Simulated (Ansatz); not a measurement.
A computed series for Al: response to strain

Consider Al in the fcc (Cu type) structure (space group Fm-3m, No. 225; a = 4.015 Å; relaxed with 0.1 eV smearing). Axes: x, y, z lie along the cube axes.

Strains are applied to the cell and any free atomic positions relax.

Computed with PBEsol (Ansatz, a first-principles code, PAW, no SOC).

Notes on the quantities. energy relative to the base: free energy F; pressure: mean of the normal stresses, compression positive.

| change | energy relative to the base | volume per atom | pressure |
|---|---|---|---|
| base | 0 meV/atom | 16.19 Å³ | 0.0 GPa |
| tensor shear ε_xy = +1.71 % | +2.0 meV/atom | 16.18 Å³ | 0.1 GPa |
| tensor shear ε_xy = +0.57 % | +0.2 meV/atom | 16.19 Å³ | 0.0 GPa |
| tensor shear ε_xy = +2.00 % | +2.8 meV/atom | 16.18 Å³ | 0.2 GPa |
| tensor shear ε_xy = +1.43 % | +1.4 meV/atom | 16.18 Å³ | 0.1 GPa |
| tensor shear ε_xy = +0.86 % | +0.5 meV/atom | 16.19 Å³ | 0.0 GPa |
| tensor shear ε_xy = +1.14 % | +0.8 meV/atom | 16.18 Å³ | 0.0 GPa |
| tensor shear ε_xy = +0.29 % | +0.1 meV/atom | 16.19 Å³ | 0.0 GPa |

Stability against distortions was not tested.
